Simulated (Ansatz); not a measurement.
Start from SiC in the zinc blende structure (space group F-43m, No. 216).

```
CELL_PARAMETERS angstrom
      0.00000     2.17816     2.17816
      2.17816     0.00000     2.17816
      2.17816     2.17816     0.00000
ATOMIC_POSITIONS crystal
  C  0.25000 0.25000 0.25000
  Si 0.00000 0.00000 0.00000
```

Cartesian axes are those of the cell as printed.

Computed with r2SCAN (Ansatz, a first-principles code, PAW, no SOC).

For the base:

The band gap is 1.71 eV and the electron mass is 0.64 mₑ along k, 0.23 mₑ across (at X). The smallest direct gap is 5.05 eV.

Perturbation: the cell is stretched by 1.81 % along x with no lateral relaxation, atoms relaxed at fixed cell.

Question: How does this affect the band gap?

Answer: The band gap decreases by 0.086 eV to 1.63 eV.

Question: Predict the new electron mass.

Answer: The electron mass stays 0.64 mₑ along k, 0.23 mₑ across (at X).

Question: What happens to the smallest direct gap?

Answer: The smallest direct gap drops by 0.043 eV, from 5.05 eV to 5.00 eV.

The cells carry an imposed strain or load. Effective masses come from finite differences of ±0.01 Å⁻¹. Along k means along the line from Γ to the band edge. Stability against distortions was not tested.
